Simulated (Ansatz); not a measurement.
The starting structures come from a database of crystals and need not be the phases stable at ambient conditions.

 Where the default PAW files enter, the runs use the earlier of Ansatz's two default sets.

Inside the gap of an insulator the Bloch states are evanescent, with a wavenumber k + iκ along the transport direction.

Here is the system:

```yaml
crystal:
  lattice:
    - [3.89801, 0.00000, 0.00000]
    - [-1.94901, 4.38804, 0.00000]
    - [0.00000, 0.00000, 7.86635]
  atoms:
    - { symbol: La, position: [0.22218, 0.44436, 0.75000] }
    - { symbol: La, position: [0.77782, 0.55564, 0.25000] }
    - { symbol: C, position: [0.50000, 0.00000, 0.00000] }
    - { symbol: C, position: [0.50000, 0.00000, 0.50000] }
    - { symbol: N, position: [0.63208, 0.26416, 0.55262] }
    - { symbol: N, position: [0.36792, 0.73584, 0.44738] }
    - { symbol: N, position: [0.36792, 0.73584, 0.05262] }
    - { symbol: N, position: [0.63208, 0.26416, 0.94738] }
    - { symbol: F, position: [0.08119, 0.16238, 0.25000] }
    - { symbol: F, position: [0.91881, 0.83762, 0.75000] }
```

Space group of this cell: Cmcm. The cell is taken as given; by r2SCAN its mean pressure is -2.7 GPa.

Transport runs along the normal of the first two printed cell vectors.

No gap correction and no spin-orbit coupling; mid-gap values are interpolated between computed energies.

Give the band gap and the smallest decay constant κ at mid-gap that r2SCAN (Ansatz, a quantum-chemistry and plane-wave program) yields.

Gap 3.09 eV on a 8×8×4 mesh; κ = 0.431 1/Å, at (0.000, 0.500) of the in-plane reciprocal vectors. At the zone centre, at the nearest computed energy, the slowest state has κ = 0.47 1/Å.
